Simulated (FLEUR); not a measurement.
Input and output of a self-consistent single point for Pd (Fm-3m, 1 atom in the cell) (FLEUR).

Method of the run: PBE, all-electron FLAPW (FLEUR), scalar-relativistic valence in FLEUR.

The change in words: lattice scaled by 0.98. Reference geometry:
```yaml
crystal:
  lattice:
    - [0.00000, 1.92983, 1.92983]
    - [1.92983, 0.00000, 1.92983]
    - [1.92983, 1.92983, 0.00000]
  atoms:
    - { symbol: Pd, position: [0.00000, 0.00000, 0.00000] }
```

Reference input (self-consistent single point, DFT, PBE, all-electron FLAPW (FLEUR), scalar-relativistic valence): Kmax = 4.2 1/bohr; GmaxXC = 16.8 1/bohr; xcFunctional = pbe; jspins = 1; l_soc = F; mode = gauss; fermiSmearingEnergy = 0.00499791 Htr; mesh (inpgen div1-3) = 15 15 15; inpgen gamma flag = false; Gmax = 16.8 1/bohr; numbands = 0; maxIterBroyd = 15. This run's input differs from it in these lines:

```diff
@@ -3,5 +3,5 @@
 &input film=f /
--0.0000000000 3.6468482774 3.6468482774
-3.6468482774 0.0000000000 3.6468482774
-3.6468482774 3.6468482774 -0.0000000000
+-0.0000000000 3.5739105181 3.5739105181
+3.5739105181 0.0000000000 3.5739105181
+3.5739105181 3.5739105181 -0.0000000000
 1.0
@@ -42,5 +42,5 @@
          <bravaisMatrix>
-            <row-1>    0.0000000000000000     3.6468482774000002     3.6468482774000002</row-1>
-            <row-2>    3.6468482774000002     0.0000000000000000     3.6468482774000002</row-2>
-            <row-3>    3.6468482774000002     3.6468482774000002     0.0000000000000000</row-3>
+            <row-1>    0.0000000000000000     3.5739105180999999     3.5739105180999999</row-1>
+            <row-2>    3.5739105180999999     0.0000000000000000     3.5739105180999999</row-2>
+            <row-3>    3.5739105180999999     3.5739105180999999     0.0000000000000000</row-3>
          </bravaisMatrix>
```

Log, with long lists cut:

```
 Iteration:     1   Distance:      14.09148059 me/bohr^3
 Iteration:     2   Distance:      12.22597869 me/bohr^3
 Iteration:     3   Distance:       4.58026102 me/bohr^3
 Iteration:     4   Distance:       1.98535106 me/bohr^3
 Iteration:     5   Distance:       0.73272612 me/bohr^3
   [... 4 lines left out ...]
 Iteration:    10   Distance:       0.00030913 me/bohr^3
 Iteration:    11   Distance:       0.00005090 me/bohr^3
 Iteration:    12   Distance:       0.00001086 me/bohr^3
 Iteration:    13   Distance:       0.00000203 me/bohr^3
 Run finished successfully
 Stop message:
   Structural relaxation: Done

[file out, last iteration]
             iter=     14
[...]
          total density-effective poten   -8.2784998353E+03
          total charge density-energy d   -1.4424613731E+02
 Updated energy parameters for spin:           1
[...]
 fermi energy and band-weighting factors:

[...]
FERMIE:
          first approx. to ef    (T=0)  :   0.488529 htr   (energy of the highest occ. eigenvalue)
          number of occ. states  (T=0)  :        971
          first approx. to seigv (T=0)  :  -4.309395 htr
          sum of weights of occ. states :   8.005630
          sum of semicore charge        :   0.000000 e
          fermi energy=   0.48932 har   work function= -13.31498 ev
          number of valence electrons=  16.00000
     band-weighting factor for spin=    1
   [... lines left out ...]
          total moment                 =     0.00000
 Direct bandgap for spin            1 :    1.3073664966394893E-002  Htr
   [... lines left out ...]
 ---->    (input%tkb*entropy) TS=              0.0000000000 htr
 ---->    free energy=                     -5047.0441970930 htr
      extrapolation for T->0
 ---->    total electron energy=           -5047.0441970930 htr
 ***** TOTAL FORCES ON ATOMS *****
 TOTAL FORCE FOR ATOM TYPE=  1  X=  0.000   Y=  0.000   Z=  0.000
                       FX_TOT= 0.000000 FY_TOT= 0.000000 FZ_TOT= 0.000000
 Structural relaxation: Done
```

The run converged in 13 iterations. FLEUR gives forces in its relaxation mode, with a further iteration, so its stop message speaks of a relaxation. Against the reference run the total energy goes up by 111 meV/atom.

The starting cell has typed, rounded lattice constants, without a prior relaxation at this level. Its lattice was rescaled by a random factor within 2.5 % of one. For this run, on top of that: lattice scaled by 0.98. Spin polarisation is off. Values depend on the basis (sphere radii, cutoffs, local orbitals), which need not be converged. The log's line on a gap gives a spacing of levels on this mesh, which the program prints for metals too.

Cost on one core of a shared machine: roughly 40 s.
